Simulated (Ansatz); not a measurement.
**Ge₂Sb₂Te₅ (model structure, R-3m, No. 166, 9 atoms in the cell)**

All values below come from r²SCAN+rVV10 (plane waves, PAW; Ansatz, a program for electronic structure).

Settings: plane-wave cutoff 560 eV, 10×10×10 k mesh, Fermi–Dirac smearing 0.01 eV, scalar-relativistic PAW data made under PBE.

Cell (relaxed at this level):

```cif
data_Ge6Sb6Te15
_chemical_formula_sum 'Te15 Ge6 Sb6'
_space_group_name_H-M_alt 'R-3m :H'
_space_group_IT_number 166
_space_group_name_Hall '-R 3 2"'
_cell_length_a 4.23543
_cell_length_b 4.23543
_cell_length_c 52.34958
_cell_angle_alpha 90.000
_cell_angle_beta 90.000
_cell_angle_gamma 120.000
loop_
_atom_site_label
_atom_site_type_symbol
_atom_site_symmetry_multiplicity
_atom_site_Wyckoff_symbol
_atom_site_fract_x
_atom_site_fract_y
_atom_site_fract_z
_atom_site_occupancy
Te1 Te 3 a 0.00000 0.00000 0.00000 1
Ge1 Ge 6 c 0.00000 0.00000 0.30058 1
Te2 Te 6 c 0.00000 0.00000 0.39807 1
Sb1 Sb 6 c 0.00000 0.00000 0.10333 1
Te3 Te 6 c 0.00000 0.00000 0.19731 1
```
(The calculation used a cell of 9 atoms; values per cell refer to that cell.)

For Ge₂Sb₂Te₅ (model structure, R-3m, No. 166, 9 atoms in the cell), the band gap comes out as 0.42 eV (on the SCF k mesh).

Note: the relaxation could raise the start's symmetry but not lower it, so the cell can be a saddle point.

Spin–orbit coupling is not included; with these elements it can move the gap by several tenths of an eV or more.

A model structure was made by putting elements into a prototype or built by hand; it is no filed structure, need not be a known phase, and can be a saddle point held by its symmetry.
